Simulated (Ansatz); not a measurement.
An Ansatz (a first-principles code) input (r2SCAN (Ansatz), no spin-orbit coupling):

Ansatz 0.2 input:
```yaml
crystal:
  lattice:
    - [4.5680154602, 0, 0]
    - [0, 4.5680154602, 0]
    - [0, 0, 27.920298834]
  atoms:
    - { symbol: I, position: [0.25, -0.25, 0.2686217667] }
    - { symbol: Na, position: [0.75, 0.25, 0.2686217667] }
    - { symbol: I, position: [0.75, -0.75, 0.3843108834] }
    - { symbol: Na, position: [1.25, -0.25, 0.3843108834] }
    - { symbol: I, position: [1.25, -1.25, 0.5] }
    - { symbol: Na, position: [1.75, -0.75, 0.5] }
    - { symbol: I, position: [1.75, -1.75, 0.6156891166] }
    - { symbol: Na, position: [2.25, -1.25, 0.6156891166] }
    - { symbol: I, position: [2.25, -2.25, 0.7313782333] }
    - { symbol: Na, position: [2.75, -1.75, 0.7313782333] }
basis: { ecutwfc: 500, ecutrho_ratio: 4, xc_grid: 4, fft_grid_basis: typed }
kpoints: { mp_grid: { grid: [7, 7, 1] } }
hamiltonian:
  xc: r2scan
  dispersion: none
  pseudopotentials: { kind: paw }
scf: { occupations: { method: fermi_dirac, width: 0.05 }, convergence: { dr2_threshold: 0.000000001 } }
relax: { f_tol: 0.01, max_steps: 50 }
output: { forces: true, stress: true }
checkpoint: { write: state.ck, write_every: 1000 }
```

Question: Which symmetry and how many k-points will the program report, and about how many plane waves at Γ?

Answer: Space group P4/mmm (ITA 123) with 16 operations, k-points 10 of 49, and 14841 plane waves at Γ.

Whether these cells are dynamically stable was not tested. The cell was made from NaI in the rock salt structure (space group Fm-3m, No. 225) by this change: a free-standing slab of 5 layers (10 atoms, 2 a layer) is cut normal to the z axis, with 15 Å of vacuum and the in-plane cell held at bulk.
